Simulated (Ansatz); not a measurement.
# MoTe$_{2}$ (P6_3/mmc): band-edge transport data

```
CELL_PARAMETERS angstrom
      3.43411     0.00000     0.00000
     -1.71706     2.97403     0.00000
      0.00000     0.00000    13.33464
ATOMIC_POSITIONS crystal
  Te 0.33333 0.66667 0.61385
  Te 0.66667 0.33333 0.38615
  Te 0.66667 0.33333 0.11385
  Te 0.33333 0.66667 0.88615
  Mo 0.33333 0.66667 0.25000
  Mo 0.66667 0.33333 0.75000
```

All values below come from PBEsol+D3BJ with spin-orbit coupling, rigid bands (plane waves, PAW; Ansatz, a quantum-chemistry and plane-wave program). Geometry: cell and atoms relaxed with PBEsol+d3bj.

The band gap is 0.37 eV and the electron conductivity mass (300 K, dilute) is 0.45 (x), 0.45 (y), 0.38 (z) mₑ. The hole conductivity mass (300 K, dilute) is 0.93 (x), 0.93 (y), 1.45 (z) mₑ and the effective density of states N_c (300 K) comes out as 4.2e19 cm⁻³. The effective density of states N_v (300 K) is 1.3e20 cm⁻³, the density-of-states mass, electrons comes out as 1.40 mₑ and the density-of-states mass, holes comes out as 3.1 mₑ. The Seebeck coefficient, n-type 1e19 cm⁻³, 300 K is -338 μV/K and the best n-type power factor at 300 K for τ = 10 fs (best axis; densities from 1e16 to 1e21 cm⁻³ tried, whether or not they can be reached) is 17.2 μW/(cm·K²) at 1e20 cm⁻³. The Seebeck coefficient, p-type 1e19 cm⁻³, 300 K comes out as 411 μV/K and the best p-type power factor at 300 K for τ = 10 fs (best axis; densities from 1e16 to 1e21 cm⁻³ tried, whether or not they can be reached) is 18.1 μW/(cm·K²) at 3e20 cm⁻³.

Rigid bands; masses and Seebeck coefficients take one relaxation time τ for all states and one kind of carrier; polarons and phonon drag are left out. Geometry: cell and atoms relaxed with PBEsol+D3(BJ).

PBEsol with a dispersion correction tends to overbind, so the cell can be several per cent short, in bad cases over ten, which usually narrows a gap: MoTe2 (P6_3/mmc).
